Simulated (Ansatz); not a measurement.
## GaN: stress against strain

GaN (wurtzite, P6_3mc, 11.758 Å³/atom at rest, c along z) under an equal strain ε in the (0001) plane with the normal axis free, as in a coherent film. PBE in Ansatz, a plane-wave DFT program (PAW, default set), 420 eV, 12×12×6 Γ-centred mesh, Fermi-Dirac smearing 0.05 eV; ions are relaxed within the symmetry of each cell. Stress is positive for a compressed cell.

Here s stands for strain and y for stress xx.

```
strain (%)  stress xx (GPa)
----------  ---------------
-3.00                     ?
-1.20                  5.04
-0.60                  2.47
0.00                   0.00
0.60                  -2.34
1.20                  -4.58
```

Taking a straight line for y over the 5 complete rows: Means: s 0, y 0.118. About the means, the sum of products is -14.430 and the sum of squares of s is 3.6000; the slope is their ratio. Least squares gives y = 0.118 - 4.0083·s. Residuals (row less fit): 0.112, -0.053, -0.118, -0.053, 0.112; standard error 0.122 (degrees of freedom: 3). The slope gives the biaxial elastic modulus of this plane = 401 ± 6 GPa.

Question: Predict the withheld y at s = -3.00 from the fit, and compare with the calculation.

Answer: y = 0.118 - 4.0083 × (-3.0) = 12.143 GPa. The calculation gives 13.48 GPa, 1.337 GPa above the prediction (7.4 % of the range of y in the table). The row lies outside the fitted rows, so this is an extrapolation. From the scatter of the fitted rows alone, a prediction at this place has a standard error of 0.235 GPa, so the miss is 5.7 times that.

One order more, fitted to all 11 runs of the series, follows each within 0.01, so the miss is the next term of a smooth law. Rows are the converged runs of the series near zero and its far end; series whose fitted rows scatter by over a few per cent of the range, as at a crossing or softening among them, aren't shown in this form. Most that stay on the fit to the last digits aren't either.
